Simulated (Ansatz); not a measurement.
Start from Mg2Sn (space group Fm-3m, No. 225; a = 6.8176 Å; relaxed with 0.1 eV smearing). Axes: x, y, z lie along the cube axes.

Level of theory: PBE (Ansatz, a quantum-chemistry and plane-wave program; PAW; 420 eV plane waves; no spin-orbit coupling).

It is then changed as follows: an isotropic linear strain of +1.50 %, atoms relaxed at fixed cell.

Question: Predict the stress tensor and what it implies for the stiffness.

Answer: Stress of the strained cell less that of the base (GPa, compression positive):
```
   -1.6     0.0     0.0
    0.0    -1.6     0.0
    0.0     0.0    -1.6
```

Then B = −ΔP/(ΔV/V₀) with ΔV/V₀ = 0.0457 gives secant stiffness values (nonlinear terms included at this strain): B ≈ 36 GPa.

As a check, the harmonic strain energy −½ V₀ Δσ:ε is 6.1 meV/atom; the computed energy rise is 6.4 meV/atom.

Stability against distortions was not tested.
